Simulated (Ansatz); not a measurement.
The starting structures come from a database of crystals and need not be the phases stable at ambient conditions.

 Where the default PAW files enter, the runs use the earlier of Ansatz's two default sets.

# Evanescent states of Li2O2 (P6_3/mmc, not sure to be the ambient phase, 8 atoms a cell, 7.9 Å³ an atom) along the normal of (001)

Calculation: r2SCAN (plane waves, PAW; Ansatz, a first-principles code).

No gap correction and no spin-orbit coupling; mid-gap values are interpolated between computed energies.

Energies count from the valence-band top; κ is the least over a 12×12 mesh across the current.

```
E (eV)  κ (1/Å)  where
------  -------  -----
0.07      0.213  off Γ
0.21      0.328  off Γ
0.35      0.392  off Γ
0.49      0.390      Γ
0.63      0.383      Γ
0.77      0.375      Γ
0.91      0.367      Γ
1.05      0.358      Γ
1.19      0.347      Γ
1.33      0.336      Γ
1.47      0.324      Γ
1.61      0.310      Γ
1.75      0.295      Γ
1.89      0.277      Γ
2.03      0.258      Γ
2.17      0.235      Γ
2.31      0.209      Γ
2.45      0.177      Γ
2.59      0.135      Γ
2.73      0.066      Γ
```

How thick must the barrier be to attenuate the transmission by 10^8 when the electrodes' Fermi level lies at 2.45 eV, and what attenuation does that film give at 0.77 eV?

d = 8 ln 10 / (2 × 0.177) = 52.0 Å. At 0.77 eV it gives 8 × 0.375/0.177 = 16.9 decades.
